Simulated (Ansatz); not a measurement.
SiO2 in the rutile structure (space group P4_2/mnm, No. 136)

```
CELL_PARAMETERS angstrom
      4.23608     0.00000     0.00000
      0.00000     4.23608     0.00000
      0.00000     0.00000     2.69045
ATOMIC_POSITIONS crystal
  Si 0.00000 0.00000 0.00000
  Si 0.50000 0.50000 0.50000
  O  0.30698 0.30698 0.00000
  O  0.80698 0.19302 0.50000
  O  0.19302 0.80698 0.50000
  O  0.69302 0.69302 0.00000
```

Method: PBE/PAW in Ansatz (a first-principles code), no spin-orbit coupling. Γ-centred 8×8×12 mesh, Fermi–Dirac width 0.05 eV.

```yaml
volume_per_atom: 8.05 Å³
density: 4.13 g/cm³
band_gap: 5.04 eV, direct at Γ
electron_mass: 0.36 mₑ along c, 0.45 mₑ across
hole_mass: 1.9 mₑ along c, 1.1 mₑ across
Lowest conduction-band minima above the VBM: Γ 5.04 eV
total_energy: -591.170 eV/atom (σ→0; compares only within this code and set-up)
```

Effective masses come from finite differences of ±0.01 Å⁻¹. Stability against distortions was not tested.
